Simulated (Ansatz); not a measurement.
## ZnS, pressure series

Take ZnS (space group R3m, No. 160) as the base.

```cif
data_S4Zn4
_chemical_formula_sum 'Zn4 S4'
_space_group_name_H-M_alt 'P 1'
_space_group_IT_number 1
_cell_length_a 12.58328
_cell_length_b 12.58328
_cell_length_c 12.58328
_cell_angle_alpha 17.300
_cell_angle_beta 17.300
_cell_angle_gamma 17.300
loop_
_space_group_symop_operation_xyz
  'x, y, z'
loop_
_atom_site_label
_atom_site_type_symbol
_atom_site_fract_x
_atom_site_fract_y
_atom_site_fract_z
_atom_site_occupancy
Zn1 Zn 0.41666 0.41666 0.41666 1
Zn2 Zn 0.00014 0.00014 0.00014 1
Zn3 Zn 0.58347 0.58347 0.58347 1
Zn4 Zn 0.83332 0.83332 0.83332 1
S1 S 0.64594 0.64594 0.64594 1
S2 S 0.89582 0.89582 0.89582 1
S3 S 0.47905 0.47905 0.47905 1
S4 S 0.06250 0.06250 0.06250 1
```

Cell and atoms are relaxed at each pressure.

Method: DFT with PBEsol, PAW potentials and a 420 eV plane-wave cutoff in Ansatz (an electronic-structure program), no spin-orbit coupling.

Candidates:
(a) pressure 1.5 GPa
(b) pressure 0.3 GPa
(c) pressure 0.7 GPa

Base values:

Band gap: 2.12 eV

Problem. Order them by band gap, lowest first.

Solution. (b) pressure 0.3 GPa (2.13 eV), (c) pressure 0.7 GPa (2.16 eV), (a) pressure 1.5 GPa (2.20 eV)

Load acts through the strain it causes; cell and atoms are relaxed under it. Stability against distortions was not tested. This is not the structure that ZnS has at room temperature and ambient pressure.
